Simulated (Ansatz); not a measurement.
The starting structures come from a database of crystals and need not be the phases stable at ambient conditions.

Inside the gap of an insulator the Bloch states are evanescent, with a wavenumber k + iκ along the transport direction.

Data:

```xyz
20
Lattice="5.4519 0.0000 0.0000 0.0000 9.2192 0.0000 1.7748 4.6096 4.6571" Properties=species:S:1:pos:R:3 pbc="T T T"
Li     1.3630     6.9827     0.0000
Li     4.0889     2.2365     0.0000
In     1.3630     1.0123     0.0000
In     4.0889     8.2069     0.0000
Si     2.2639     8.4400     2.8039
Si     4.9628     5.3888     1.8533
Si     2.2368     3.8304     1.8533
Si     4.9899     9.9984     2.8039
O      0.7828     4.4509     1.3817
O      6.4438     9.3778     3.2754
O      3.7179     9.0605     3.2754
O      3.5088     4.7682     1.3817
O      4.9918     9.9879     1.1389
O      2.2348     3.8409     3.5183
O      4.9608     5.3783     3.5183
O      2.2659     8.4505     1.1389
O      5.1851     6.8372     1.1770
O      2.0416     6.9915     3.4801
O      4.7675    11.4468     3.4801
O      2.4592     2.3820     1.1770
```

The cell is taken as given; by PBEsol it stands under a pressure of -3.9 GPa.

Transport runs along the normal of the first two printed cell vectors.

The gap is the functional's own. No spin-orbit coupling. Mid-gap values are those at the computed energy nearest the middle.

Task: State the band gap and the smallest decay constant κ at mid-gap according to PBEsol run with Ansatz (an electronic-structure program).

Result: Gap 3.53 eV on a 6×8×8 mesh; κ = 0.334 1/Å, at the zone centre.
